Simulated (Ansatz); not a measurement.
Cu on the 1x1 (111) surface of fcc Pd, one in a 1x1 cell, energies for each (6.7 Å²). Energies are against an atom of fcc Cu, without zero-point or thermal terms; each row is named by its start.

Computed with PBE (plane waves to 420 eV, PAW; Ansatz, an electronic-structure program).

Slab: 5 atoms, 6.8 Å thick at the start under the adsorbate (thin: gaps and levels are the slab's own); k 12x12x1, smearing 0.1 eV, dipole-corrected; 2 atoms held, the rest relaxed; each run with such symmetry as its start has; no spin, no spin-orbit, no U, no dispersion correction.

A negative adsorption energy means that the adsorbate is more stable on the surface than in its reference. Starts that drift may end in the same place. Heights count from the host atoms within 0.3 Å of the top one.

| starting site | E_ads (eV) | height (Å) | nearest host atom (Å) | bonded to | Δ work function (eV) | lateral drift (Å) |
|---|---|---|---|---|---|---|
| top Pd | 0.45 | 2.47 | Pd 2.47 | Pd | -0.79 | 0.0 |
| hollow Pd-Pd-Pd over Pd at depth 2.3 Å | -0.02 | 2.06 | Pd 2.62 | 3 Pd | -0.62 | 0.0 |
| hollow Pd-Pd-Pd over Pd at depth 4.5 Å | -0.03 | 2.06 | Pd 2.61 | 3 Pd | -0.63 | 0.0 |
| bridge Pd-Pd (span 2.8 Å) | -0.03 | 2.06 | Pd 2.61 | 3 Pd | -0.63 | 0.8 |
